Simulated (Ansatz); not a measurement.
This concerns the formation energy of V_Al in AlRu (CsCl type, Pm-3m). Reaction: 27 AlRu (CsCl type) → cell A + Al (fcc).

Cell A: a supercell of 54 sites of AlRu (CsCl type, Pm-3m) with one empty Al site amid 8 Ru; spin state with PBE: run without spin, k-point mesh 4×4×4.
```xyz
53
Lattice="9.0139 0.0000 0.0000 0.0000 9.0139 0.0000 0.0000 0.0000 9.0139" Properties=species:S:1:pos:R:3 pbc="T T T"
Ru     1.4521     1.4521     1.4521
Al     0.0000     0.0000     3.0372
Ru     1.5087     1.5087     4.5070
Al     0.0000     0.0000     5.9767
Ru     1.4521     1.4521     7.5618
Al     0.0000     3.0372     0.0000
Ru     1.5087     4.5070     1.5087
Al     0.0000     3.0004     3.0004
Ru     1.5081     4.5070     4.5070
Al     0.0000     3.0004     6.0135
Ru     1.5087     4.5070     7.5052
Al     0.0000     5.9767     0.0000
Ru     1.4521     7.5618     1.4521
Al     0.0000     6.0135     3.0004
Ru     1.5087     7.5052     4.5070
Al     0.0000     6.0135     6.0135
Ru     1.4521     7.5618     7.5618
Al     3.0372     0.0000     0.0000
Ru     4.5070     1.5087     1.5087
Al     3.0004     0.0000     3.0004
Ru     4.5070     1.5081     4.5070
Al     3.0004     0.0000     6.0135
Ru     4.5070     1.5087     7.5052
Al     3.0004     3.0004     0.0000
Ru     4.5070     4.5070     1.5081
Al     2.9889     2.9889     2.9889
Ru     4.5070     4.5070     4.5070
Al     2.9889     2.9889     6.0250
Ru     4.5070     4.5070     7.5058
Al     3.0004     6.0135     0.0000
Ru     4.5070     7.5052     1.5087
Al     2.9889     6.0250     2.9889
Ru     4.5070     7.5058     4.5070
Al     2.9889     6.0250     6.0250
Ru     4.5070     7.5052     7.5052
Al     5.9767     0.0000     0.0000
Ru     7.5618     1.4521     1.4521
Al     6.0135     0.0000     3.0004
Ru     7.5052     1.5087     4.5070
Al     6.0135     0.0000     6.0135
Ru     7.5618     1.4521     7.5618
Al     6.0135     3.0004     0.0000
Ru     7.5052     4.5070     1.5087
Al     6.0250     2.9889     2.9889
Ru     7.5058     4.5070     4.5070
Al     6.0250     2.9889     6.0250
Ru     7.5052     4.5070     7.5052
Al     6.0135     6.0135     0.0000
Ru     7.5618     7.5618     1.4521
Al     6.0250     6.0250     2.9889
Ru     7.5052     7.5052     4.5070
Al     6.0250     6.0250     6.0250
Ru     7.5618     7.5618     7.5618
```

Reference: Al (fcc, Fm-3m), 1 atom in the cell, k-point mesh 26×26×26 on the run's own vectors. Conventional cell: a = b = c = 4.0416 Å, α = β = γ = 90.00°.

Reference: AlRu (CsCl type, Pm-3m), 54 atoms in the cell, the relaxed perfect crystal repeated, atoms not moved again; spin state with PBE: run without spin, k-point mesh 4×4×4 on the run's own vectors.

Plane-wave PAW calculations with Ansatz (a quantum-chemistry and plane-wave program), its default PAW set, cutoff 420 eV, 500 eV for r2SCAN. The structures are at rest with PBE, within the held lattices; other levels are single points on them. Neutral cells; Fermi-Dirac smearing of at most 0.10 eV in the solids, energies taken to zero width. The lattices are those relaxed with PBE, so at other levels the solids can be strained, which adds to the spread. Larger cells are relaxed from a start prepared with the learned potential CHGNet, on a coarser mesh till forces fall under 0.03 eV/Å, which some starts already meet. A dispersion term (D3(BJ), or D4 for r2SCAN) was computed beside these levels and is taken off wherever the name lacks it. Static lattices, no vibrational contributions. Cells are local rest points, mostly with their start's symmetry. No correction for cell size. Mesh and cell size may move defect energies by 0.1 eV or more. The value holds for the reservoirs listed; other chemical potentials shift it. Cell A has symmetry Pm-3m within 0.02 Å and got no random move, so less symmetric positions, which may lie lower, weren't tried.

Problem. Estimate the value that r2SCAN returns for this input.

Solution. 4.97 eV, for 27 AlRu (CsCl type) → cell A + Al (fcc).

Problem. What do the other levels give, and how wide is the spread?

Solution. 
```csv
Level,value (eV),less r2SCAN
PBE,4.44,-0.53
```

The levels shown span 0.53 eV, from PBE (4.44) to r2SCAN (4.97).
